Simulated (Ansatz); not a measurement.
Terminations of the (0001) surface of hcp Ti, measured from the surface 'clean 1x1'. Atoms come from or go to: Ag: fcc Ag, Hf: hcp Hf, Mg: hcp Mg, Pt: fcc Pt, Ru: hcp Ru, S: ⅛ S8(g), Ti: hcp Ti. ΔE is the energy of forming the row's surface from that one (negative: more stable at these reservoirs); the vacuum level's shift is aligned on the shared bottom. No zero-point or thermal terms. These are constructed structures in small cells; real faces may alloy, dewet or reconstruct in larger ones, and not all known structures of the face are among them. Slabs of about 12 Å with all that they carry, Fermi-Dirac smearing of 0.1 eV. Bottom of the slabs: a bare face, its two planes held. Relaxed from the named starts with such symmetry as they have, on meshes of like density; energies extrapolated to zero smearing; no spin-orbit coupling, no U. Spin-polarised runs, if any, are marked in brackets, and their order is one that fits the cell; the others ran without spin. A dash marks a value that is undefined for that row (no clear gap, or no work function of a gapped slab) or was not read reliably on its mesh.

Calculation: PBE (plane waves to 420 eV, PAW; Ansatz, an electronic-structure program).

```
surface                                                                             atoms added per 1x1  ΔE per 1x1 (eV)  shift of the vacuum level (eV)  work function (eV)
----------------------------------------------------------------------------------  -------------------  ---------------  ------------------------------  ------------------
a pseudomorphic layer of Ag in the host's stacking                                                +1 Ag            -0.52                           -0.59                3.80
a layer of Mg in place of the second plane                                                 +1 Mg, -1 Ti                …                           -0.12                4.26
a layer of Ru in place of the third plane                                                  +1 Ru, -1 Ti            -0.52                            0.07                4.47
(√3x√3)R30° layer of S, one a cell, on the site that continues the host's stacking             +0.333 S            -1.13                            0.30                4.69
a layer of Hf in place of the third plane                                                  +1 Hf, -1 Ti                …                            0.00                4.37
a pseudomorphic layer of Pt in the host's stacking                                                +1 Pt            -1.43                            0.08                4.47
a layer of Pt in place of the second plane                                                 +1 Pt, -1 Ti                …                           -0.18                4.21
```

Problem. Fill in the missing entries.

Solution. 
- a layer of Mg in place of the second plane, ΔE per 1x1 (eV): 0.50
- a layer of Hf in place of the third plane, ΔE per 1x1 (eV): 0.21
- a layer of Pt in place of the second plane, ΔE per 1x1 (eV): -1.01
